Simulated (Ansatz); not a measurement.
Cost and result by functional for the adsorption energy of SiH3 on the 1x1 (10-10) surface of wurtzite ZnO (cut with top plane O + Zn), one in a 2x1 cell, started at the site 'top O', in Ansatz (plane waves, PAW). Single points on the PBE structure, on one kind of machine; costs are rough ratios of the slab run's core time (references not counted) to the cheapest single point. r2SCAN's cost holds its higher cutoff (500 against 420 eV). Differences are taken against r2SCAN for comparison alone: no measured value is at hand, so the table doesn't rank accuracy. The points keep PBE's geometry, so the relaxation of a polaron and the settling of charge on one site are left out.

Host crystal: wurtzite ZnO, with a band gap (PBE, scalar-relativistic without spin-orbit coupling).

Model: 36-atom slab, 9.4 Å thick at the start under the adsorbate (thin: gaps and levels are the slab's own), 3x4x1 mesh, Fermi-Dirac 0.01 eV, dipole correction, 16 atoms held, the rest relaxed; no symmetry held; spin-polarised, no spin-orbit, no U, no dispersion correction. The starting moment vanished. At the end it is bonded to O. In PBE it is, or lies within 0.03 eV of, the lowest of the starts that converged. These notes are the PBE run's. r2SCAN: The program's check for a lower electronic state was not made. Adsorption energies are against SiH4(g) − ½ H2(g). A negative adsorption energy means that the adsorbate is more stable on the surface than in its reference.

```csv
functional,relative cost,adsorption energy (eV),less r2SCAN (eV)
RPBE,1,-0.24,0.24
r2SCAN,2,-0.48,0.00
PBE (the relaxed run's value),–,-0.48,0.00
```

The values span 0.24 eV, while the single points' costs differ by a factor of roughly 2. Differences are of unrounded values.

Ansatz is a quantum-chemistry and plane-wave program.
